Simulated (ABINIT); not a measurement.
Equation of state of zinc-blende BP (space group 216): energy against volume (ABINIT, PBEsol)

```
BP
1.0
    0.00000     2.20409     2.20409
    2.20409     0.00000     2.20409
    2.20409     2.20409     0.00000
B P
1 1
Direct
  0.00000   0.00000   0.00000
  0.75000   0.75000   0.75000
```

Level of theory: PBEsol, norm-conserving pseudopotentials (PseudoDojo nc-sr-04 PBEsol standard) (plane waves; ABINIT 10.0.3). Settings: pseudos = [B.upf, P.upf]; ecut = 98 Ry; occopt = 3; tsmear = 0.01 eV; ngkpt = 13 13 13; nshiftk = 1; shiftk = 0 0 0; potentials = PseudoDojo nc-sr-04 PBEsol standard; nband = 9; kptopt = 1; nstep = 80; tolvrs = 1e-12. The cell above is the first row's. The rows scale it uniformly. In all rows fractional positions and the k mesh are held. E is the free energy at the stated smearing, counted from the lowest row.

```csv
V (Å^3/atom),E (meV/atom)
10.708,36.01
10.940,18.04
11.173,6.42
11.406,0.59
11.639,0.00
11.871,4.18
12.104,12.69
12.337,25.13
12.570,?
```

The 8 complete rows are fitted with the third-order Birch-Murnaghan form, a cubic in V^(-2/3), E against V. With u = V^(-2/3) - 0.196, the rows have u = 0.009839, 0.006919, 0.004088, 0.001353, -0.001289, -0.003835, -0.006309, -0.008705. Least squares gives E = -0.336 + 193.74·u + 357087·u² - 139789·u³. Residuals (row less fit): 0.005, -0.013, 0.006, 0.011, -0.008, -0.001, 0.000, 0.001; standard error 0.010 (degrees of freedom: 4). Its minimum lies at u = -0.000271, so V0 = (0.195729)^(-3/2) = 11.55. There d²E/du² = 714400 and d³E/du³ = -838700, so B0 = (4/9) × 11.55^(-7/3) × 714400 × 0.160218 = 169 GPa (the last factor turns the table's units into GPa), and B0' = 4 + (2/3) × 0.195729 × (-838700)/714400 = 3.8. The program's pressures in the fitted runs (not shown) pass through zero at V = 11.55, 0.00 % from this V0.

Predict the withheld E at V = 12.570 from the fit, and compare with the calculation.

u = -0.011026, so E = -0.336 + 193.74 × (-0.011026) + 357087 × (-0.011026)² - 139789 × (-0.011026)³ = 41.127 meV/atom. The calculation gives 41.14 meV/atom, 0.013 meV/atom above the prediction (under 0.05 % of the range of E in the table). The row lies outside the fitted rows, so this is an extrapolation. From the scatter of the fitted rows alone, a prediction at this place has a standard error of 0.024 meV/atom, so the miss is 0.5 times that.

Carrying the step between the two nearest rows on in a straight line would have given 37.57, off by 3.57; series whose last step already gives the withheld value aren't shown. The scan was laid around a cell of about the measured size, scaled by a guess for this functional. The runs keep the symmetry of the cell, so they don't test it for distortions. Cutoffs and mesh are single choices, not tested for convergence of this quantity. Series with a scatter that would blur these digits, or in which a gap closes, are not shown. Nor are scans whose minimum lies at an end fitted in this form.
